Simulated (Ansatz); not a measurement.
Base system: InPd in the CsCl type structure (space group Pm-3m, No. 221; a = 3.248 Å; relaxed with 0.1 eV smearing).

Method: PBEsol in Ansatz (plane waves to 420 eV, PAW, spin-orbit coupling left out).

Base values:

The pressure is 0.0 GPa.

The change: the cell is scaled by 0.9750 in all directions; the atoms relax in the strained cell.

Question: Estimate the effect on the pressure and energy relative to the base.

Answer: The pressure goes from zero to 12.7 GPa; the energy grows by 46 meV/atom.

Stability against distortions was not tested. All final runs are without spin polarisation.

Ansatz is a quantum-chemistry and plane-wave program.
